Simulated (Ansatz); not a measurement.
Take Zr in the hcp (Mg type) structure (space group P6_3/mmc, No. 194; a = 3.244 Å, c = 5.158 Å; relaxed with 0.1 eV smearing) as the base. Axes: x lies along a and z along c of the hexagonal cell.

Level of theory: DFT with r2SCAN, PAW potentials and a 500 eV plane-wave cutoff in Ansatz (a quantum-chemistry and plane-wave program), spin-orbit coupling left out, earlier PAW set.

It is then changed as follows: a pure shear with ε_yz = ε_zy = -0.0096, atoms relaxed at fixed cell.

Question: How does this affect the stress?

Answer: The stress (xx, yy, zz, yz, xz, xy; compression positive) amounts to (0.0, 0.0, 0.0, 0.6, 0.0, 0.0) GPa.

Question: Estimate the effect on the energy relative to the base.

Answer: The energy goes up by 0.8 meV/atom.

The cells carry an imposed strain or load. No phonon test of stability was made. The final runs are not spin-polarised.
